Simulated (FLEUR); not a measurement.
## Several settings converged on Sr (Fm-3m, 1 atom in the cell)

```
Sr
1.0
    0.00000     3.03088     3.03088
    3.03088     0.00000     3.03088
    3.03088     3.03088     0.00000
Sr
1
Cartesian
  0.00000   0.00000   0.00000
```

Base method: PBE, all-electron FLAPW (FLEUR), scalar-relativistic valence run with FLEUR.

Base settings: Kmax = 3.8 1/bohr; GmaxXC = 15.2 1/bohr; xcFunctional = pbe; jspins = 1; l_soc = F; mode = hist; fermiSmearingEnergy = 0.00367493 Htr; mesh (inpgen div1-3) = 4 4 4; inpgen gamma flag = true; Gmax = 15.2 1/bohr.

**The width of Fermi-Dirac smearing**

In this ladder: kpt_div = 7 7 7; kpt_gamma = false.

Only quantities that move along the ladder and can be compared are tabulated.

| fermiSmearingEnergy | free energy less the last step's (meV/atom) |
|---|---|
| 0.0367493 Htr | -1897.83 |
| 0.0183747 Htr | -535.91 |
| 0.0110248 Htr | -198.14 |
| 0.00734986 Htr | -89.80 |
| 0.00036749 Htr | 0.00 |

Widest fermiSmearingEnergy that holds the free energy within 5 meV/atom: not settled: the last two steps still differ by 90 meV/atom, over half the tolerance, so the ladder does not show it.

**The mesh under tetrahedron occupations**

In this ladder: mode = tetra; fermiSmearingEnergy = 0.0001 Htr.

Only quantities that move along the ladder and can be compared are tabulated.

```tsv
kpt_div	free energy less the last step's (meV/atom)
4 4 4	-34.85
5 5 5	-16.66
6 6 6	26.75
8 8 8	-4.44
9 9 9	0.76
11 11 11	-1.00
14 14 14	0.03
18 18 18	0.05
22 22 22	0.00
```

Coarsest kpt_div that holds the free energy within 0.5 meV/atom of the last step, with all finer ones: 14 14 14; the step before is off by 1.00 meV/atom.

On the base run: the starting cell has typed, rounded lattice constants, without a prior relaxation at this level. Its lattice was rescaled by up to half a per cent. Values depend on the basis (sphere radii, cutoffs, local orbitals), which need not be converged.
